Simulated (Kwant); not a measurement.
## In0.53Ga0.47As/InP stack with 1 barrier

Model system: In0.53Ga0.47As/InP stack with 1 barrier. One parabolic valley. Leads of mass 0.041 mₑ with the band edge at 0; grid 0.1 nm; bias swept from 0.01 to 0.44931 V, dropping linearly over the stack. Emitter Fermi level 0.03 eV, 77 K, equal in the collector.

```
layer  thickness (nm)  band offset (eV)  mass (mₑ)
-----  --------------  ----------------  ---------
1                   6              0.25       0.08
```

Constants are typed, rounded textbook-type inputs, not results; the design itself was drawn at random and stands for no fabricated device.

Computed with Kwant: one-band effective-mass tight-binding model in one dimension, coherent, no space charge, current by the Tsu-Esaki formula.

```tsv
bias (V)	J (A/cm²)
0.01000	81.7
0.02690	181
0.04379	244
0.06069	298
0.07759	355
0.09448	418
0.1114	489
0.1283	569
0.1452	661
0.1621	767
0.1790	890
0.1959	1030
0.2128	1200
0.2297	1400
0.2465	1630
0.2635	1910
0.2803	2240
0.2972	2630
0.3141	3100
0.3310	3680
0.3479	4380
0.3648	5230
0.3817	6270
0.3986	7560
0.4155	9150
0.4324	11100
0.4493	13600
```
